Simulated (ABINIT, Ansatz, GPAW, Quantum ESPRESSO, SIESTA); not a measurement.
Sr3Ca (Pm-3m, 4 atoms in the cell) computed with different codes at matched settings

Self-consistent single point.

```
Sr3Ca
1.0
    5.98875     0.00000     0.00000
    0.00000     5.98875     0.00000
    0.00000     0.00000     5.98875
Sr Ca
3 1
Cartesian
  0.00000   2.99437   2.99437
  2.99437   0.00000   2.99437
  2.99437   2.99437   0.00000
  0.00000   0.00000   0.00000
```

Shared settings, as Ansatz (a quantum-chemistry and plane-wave program) writes them: kpoints.mp_grid.grid = 3 3 3; scf.occupations.method = gaussian; scf.occupations.width = 0.136 eV. Potentials and cutoffs stand in the table.

```csv
code,model,pressure (GPa),cutoff
Ansatz,"PBEsol, PAW files made with PBE",-1.18,default
SIESTA,"GGA PBEsol, numerical atomic orbitals DZP, PseudoDojo PBEsol standard norm-conserving potentials (rewritten from UPF to PSML)",1.80,grid 300 Ry
Quantum ESPRESSO,"PBEsol, PseudoDojo standard norm-conserving (PBESOL) pseudopotentials",-1.19,70 Ry
GPAW,"PBEsol, GPAW PAW datasets PBEsol (made by gpaw-setup)",-1.16,550 eV
ABINIT,"PBEsol, norm-conserving pseudopotentials (PseudoDojo nc-sr-04 PBEsol standard)",-1.19,68 Ry
```

The spread over the programs that give each value: pressure within 2.99 GPa.

SIESTA uses small atom-centred bases, whose incompleteness enters pressures, forces and empty levels differently from a plane-wave cutoff. Ansatz's pressure is given at a fixed set of plane waves, as the other plane-wave codes print theirs. In the pressure, SIESTA (by 2.98) lies more than 1 GPa from the median of the plane-wave programs.

On the base mesh (4 4 4) the same programs gave: Ansatz pressure -1.02 GPa; Quantum ESPRESSO pressure -1.03 GPa; ABINIT pressure -1.03 GPa; GPAW pressure -0.99 GPa; SIESTA pressure 1.83 GPa.

The starting cell comes from a database of computed structures (which also holds hypothetical and non-ambient phases and stackings), without a prior relaxation at this level.

Left out of this page: Elk and FLEUR (not drawn, or without a comparable value).

Keys are those of Ansatz 0.2.
